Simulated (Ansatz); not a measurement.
Input:

```yaml
crystal:
  lattice:
    - [5.33725, 0.00000, 0.00000]
    - [0.00000, 5.33725, 0.00000]
    - [2.66863, -2.66863, 5.34131]
  atoms:
    - { symbol: Zn, position: [0.00000, 0.00000, 0.00000] }
    - { symbol: Zn, position: [0.25000, 0.25000, 0.50000] }
    - { symbol: Si, position: [0.50000, 0.50000, 0.00000] }
    - { symbol: Si, position: [0.75000, 0.75000, 0.50000] }
    - { symbol: P, position: [0.62500, 0.39113, 0.25000] }
    - { symbol: P, position: [0.39113, 0.12500, 0.75000] }
    - { symbol: P, position: [0.12500, 0.85887, 0.25000] }
    - { symbol: P, position: [0.85887, 0.62500, 0.75000] }
```

No spin polarisation.

Computed with PBE (Ansatz, a program for electronic structure; PAW; 420 eV plane waves; no spin-orbit coupling). Γ-centred 9×9×9 mesh, Fermi–Dirac width 0.05 eV.

Problem. What gap character does the calculation give?

Solution. Indirect, Γ → M–S (33 % along).

Problem. Predict the band gap.

Solution. 1.42 eV.

Problem. Predict the space group.

Solution. I-42d (No. 122).

Problem. What is the computed mean in-plane stress (compression positive)?

Solution. +2.1 GPa.

The cells carry an imposed strain or load. Stability against distortions was not tested. The cell was made from ZnSiP2 in the chalcopyrite structure (space group I-42d, No. 122) by this change: biaxial strain −1.50 %, plane normal [001], relaxed out of plane.
